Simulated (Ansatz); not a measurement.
Consider the following.

End structure of OH on the 1x1 (111) surface of fcc Cu, one in a 1x1 cell, started at the site 'bridge Cu-Cu (span 2.6 Å)':

```yaml
crystal:
  lattice:
    - [2.56680, 0.00000, 0.00000]
    - [-1.28340, 2.22291, 0.00000]
    - [0.00000, 0.00000, 25.50000]
  atoms:
    - { symbol: Cu, position: [0.33333, 0.66667, 0.37817] }
    - { symbol: Cu, position: [0.66667, 0.33333, 0.45940] }
    - { symbol: Cu, position: [0.99721, 0.99526, 0.54134] }
    - { symbol: Cu, position: [0.29672, 0.64259, 0.62278] }
    - { symbol: O, position: [0.27254, 0.12941, 0.68307] }
    - { symbol: H, position: [0.67922, 0.32543, 0.69857] }
```

Model: 6-atom slab, 6.2 Å thick at the start under the adsorbate (thin: gaps and levels are the slab's own), 12x12x1 mesh, Fermi-Dirac 0.1 eV, dipole correction, 2 atoms held, the rest relaxed; no symmetry held; spin-polarised, no spin-orbit, no U, no dispersion correction. The starting moment vanished. At the end it is bonded to 2 Cu. In PBE it is, or lies within 0.03 eV of, the lowest of the starts that converged.

A negative adsorption energy means that the adsorbate is more stable on the surface than in its reference.

Problem. Give the change of the step from the bottom to the top vacuum level, against the clean slab at the level PBE run with Ansatz (a first-principles code).

Solution. 0.67 eV

Problem. Predict the work function of the top face from PBE.

Solution. 5.52 eV

Problem. Predict the adsorption energy against H2O(g) − ½ H2(g) from PBE.

Solution. 1.00 eV

Problem. What change of the work function does PBE give?

Solution. 0.75 eV
